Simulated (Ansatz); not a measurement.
Checking a run of Ansatz (an electronic-structure program) on CrO₂ (Pca2_1, 12 atoms in the cell). The aim is a self-consistent single point with DFT, LDA (PW92)+U, plane waves, default PAW files made with PBE.

Cell that was meant: a = 4.7915 Å, b = 4.6166 Å, c = 4.6248 Å, α = 90.00°, β = 90.00°, γ = 90.00°.

Part of the input:

Ansatz 0.2 input:
```yaml
magnetization:
  spin_polarized: true
scf:
  occupations: { method: methfessel_paxton, width: 1.0 eV }
output:
  forces: true
  eigenvalues: true
```

The program printed (abridged):

```
WARN basis.ecutwfc = 420 eV, the default
WARN ansatz: RAYON_NUM_THREADS=1 ignored (pool sized by the plan → 1); use --threads N
   [... lines left out ...]
PAW frozen core: O, regenerated for the run's functional, and the local potential with it
Initial density: superposition of atomic densities (chi_scale 0.1, normalization cell, long waves kept (reshape's long-wave potential 0.02 eV rms))
Starting moments: Σ|m| = 12 μB on 4 of 12 sites
Initial wavefunctions: pseudopotential atomic-orbital guess
Eigensolver: davidson
Functional: x = slater, c = lda
SCF iter   1: F=—  HF=-17720.451711 eV  |F-HF|=—  |Δ(HF+E_count)|=         —  Δρ=6.28e-2 (↑4.52e-2 ↓6.28e-2)  dr2=6.98e0  dr2_m=1.12e0  M=8.039 μB ∫|m|=11.395 μB  β_m=0.30  ethr=3.10e-3  ⟨swp⟩=5.0  Hψ=8419  notcnv=0
all-band conjugate gradients solve this SCF's bands
preconditioner: auto → Kerker (q_TF=auto, 2.736 Å⁻¹)
   [... lines left out ...]
SCF iter  30: F=—  HF=-17722.007808 eV  |F-HF|=—  |Δ(HF+E_count)|=   1.88e-7  S|Δr|=    0.00e0  Δρ=6.61e-6 (↑6.61e-6 ↓5.40e-6)  dr2=1.22e-7  dr2_m=3.61e-9  M=7.826 μB ∫|m|=11.186 μB  β_m=0.98  ethr=2.02e-10  ⟨swp⟩=2.1  Hψ=4150  notcnv=0
SCF iter  31: F=-17722.007808 eV  HF=-17722.007808 eV  |F-HF|=1.56e-10  |Δ(HF+E_count)|=   1.11e-9  S|Δr|=    0.00e0  Δρ=9.76e-7 (↑9.76e-7 ↓6.80e-7)  dr2=7.26e-10  dr2_m=2.75e-10  M=7.826 μB ∫|m|=11.186 μB  ethr=9.62e-11  ⟨swp⟩=9.7  Hψ=7692  notcnv=0
SCF 1 converged in 31 iterations: F = -17722.007808 eV  dr2 = 7.26e-10
the last iteration of the SCF fills more bands at one k-point than at another: 54 at σ=↑ k=0 and 57 at σ=↑ k=7 …
Stability not checked (fill_not_monotonic)
Magnetization: 7.8258 μB (55.9129 up, 48.0871 down)
Absolute magnetization: 11.1859 μB (∫|ρ↑−ρ↓|, with the PAW one-centre terms)
Spin contamination: 0.6915 ħ² per cell (⟨S²⟩ above its minimum at these occupations)
   [... lines left out ...]
Free energy (F): -17722.007808 eV
Fermi energy:    12.411662 eV
   [... lines left out ...]
--- Stress (GPa, compression-positive) ---
       -2.051967       0.000000       0.000000
        0.000000      -3.243286       0.000000
        0.000000       0.000000      -2.822839
  P = ⅓ Tr σ = -2.7060 GPa (-27.060 kbar)
  The stress holds the Pulay correction. Without it, at fixed plane waves, as pw.x and ABINIT print it: P = -4.1184 GPa
Occupation matrices written to occupation_matrices
```

**Question.** Can these results be used? Check the input.

**Answer.** The run is not sound. The fault is a smearing width that is far too large. A width of many tenths of an electronvolt moves electrons far across the Fermi level or the gap, and the free energy and its derivatives carry a large smearing term. To fix it, use a width small against the gap or band features. The run converged in 31 iterations without an error; against the sound input the free energy rises by 14.2 meV/atom, the pressure goes from -3.19 to -2.71 GPa, the largest force goes from 0.939 to 1.011 eV/Å and the size of the net moment hardly changes (0.67 to 0.65 μB/atom).

The sound input it was made from differs as follows (other fixes are possible):
```diff
-  occupations: { method: methfessel_paxton, width: 1.0 eV }
+  occupations: { method: methfessel_paxton, width: 0.2 eV }
```

With that input, the run converged in 36 iterations: free energy E − TS (on the zero of these files) -17722.1778 eV; Fermi level (on the code's own zero) 12.42 eV; pressure -3.19 GPa; largest force (vector length) 0.939 eV/Å; size of the cell's spin moment 8.00 μB (DFT, LDA (PW92)+U, plane waves, default PAW files made with PBE).

On the sound input: the starting cell was generated: these elements placed on a structure prototype, without a prior relaxation; it need not be a known phase or ordering of this composition. Its lattice was rescaled by a random factor within 2.5 % of one. The magnetic order is the one reached from the typed start; others were not searched systematically. With U or open f shells several self-consistent states can exist. With a pressure of about -3 GPa the cell is away from its equilibrium volume at this level. Ansatz's pressure includes its estimate of the finite-basis (Pulay) stress. Without the estimate this run gives -4.61 GPa. Without a gap this mesh is coarse (it stands for a supercell whose shortest vector is 14 Å).

These are the values that this program gave, and no reference: magnets with a U can end in a higher state.
